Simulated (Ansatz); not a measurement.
System: LaN (model structure, from the zincblende type, F-43m, No. 216). Method: HSE06 (plane waves, PAW; Ansatz, a quantum-chemistry and plane-wave program).

Input:

Ansatz 0.2 input:
```yaml
crystal:
  lattice:
    - [0.0, 2.7732264709, 2.7732264709]
    - [2.7732264709, 0.0, 2.7732264709]
    - [2.7732264709, 2.7732264709, 0.0]
  atoms:
    - { symbol: N, position: [0.75, 0.75, 0.75] }
    - { symbol: La, position: [0.0, 0.0, 0.0] }
basis:
  ecutwfc: 460
  ecutrho_ratio: 4
  xc_grid: 2
kpoints:
  mp_grid: { grid: [8, 8, 8] }
hamiltonian:
  xc: hse06
  dispersion: none
  pseudopotentials: { kind: paw }
scf:
  occupations: { method: fermi_dirac, width: 0.01 }
  convergence: { dr2_threshold: 0.0000000002 }
output:
  forces: true
  stress: true
  eigenvalues: true
```

The run printed, among other lines:

```
WARN output.stress: scf.exx.energy_threshold = 1e-6 eV is looser than the 2e-8 eV advised for a stress under a hybrid functional (1e-8 eV for each atom of the …
Crystal: 2 atoms, lattice volume = 42.657 Å³
Basis set: ecut = 460 eV, 941 PW (Γ), exchange–correlation on 60×60×60 points (8 copies of the dense FFT grid, shifted against one another)
Bands: 12, of which v1, the nominal top of the filled ones, is band 8 counted from 1 (7 counted from 0)
Symmetry: 24 space group operations
Space group: F-43m (ITA 216), of the structure as read, at distance tolerance 3.5e-5 Å
k-points: 29 of 512 (time reversal used)
SCF iter   1: F=—  HF=-6636.552845 eV  |F-HF|=—  |Δ(HF+E_count)|=         —  Δρ=4.23e-3  dr2=9.40e-3
SCF iter   2: F=—  HF=-6636.555463 eV  |F-HF|=—  |Δ(HF+E_count)|=   2.62e-3  Δρ=5.06e-3  dr2=1.17e-2
  ...
Crystal: 2 atoms, lattice volume = 42.657 Å³
Initial density: handed on by an earlier stage of this run
Crystal: 2 atoms, lattice volume = 42.657 Å³
SCF iter   7: F=—  HF=-6640.926225 eV  |F-HF|=—  |Δ(HF+E_count)|=   2.79e-8  Δρ=3.62e-6  dr2=7.55e-9
SCF iter   8: F=-6640.926225 eV  HF=-6640.926225 eV  |F-HF|=8.19e-12  |Δ(HF+E_count)|=   1.93e-9  Δρ=1.07e-7  dr2=7.04e-11
SCF 3 converged in 8 iterations: F = -6640.926225 eV  dr2 = 7.04e-11
Free energy (F): -6640.926224 eV
Internal energy: -6640.926224 eV  (E = F + TS)
E sigma→0 (E₀):  -6640.926224 eV
Fermi energy:    10.205193 eV
--- Forces (eV/Å), atoms counted from 1 ---
  atom   1  N      0.00000000    -0.00000000     0.00000000
  atom   2  La     0.00000000    -0.00000000    -0.00000000
--- Stress (GPa, compression-positive) ---
        2.352756       0.000000      -0.000000
        0.000000       2.352756       0.000000
       -0.000000       0.000000       2.352756
  P = ⅓ Tr σ = 2.3528 GPa (23.528 kbar)
```

The PAW data were made under PBE.

Note: the cell keeps the symmetry of its start, so it can be a saddle point. Note: cell and atoms aren't relaxed at this level (pressure 2.4 GPa).

Computing time: around 3 core-minutes (rough).

A model structure was made by putting elements into a prototype or built by hand; it is no filed structure, need not be a known phase, and can be a saddle point held by its symmetry.
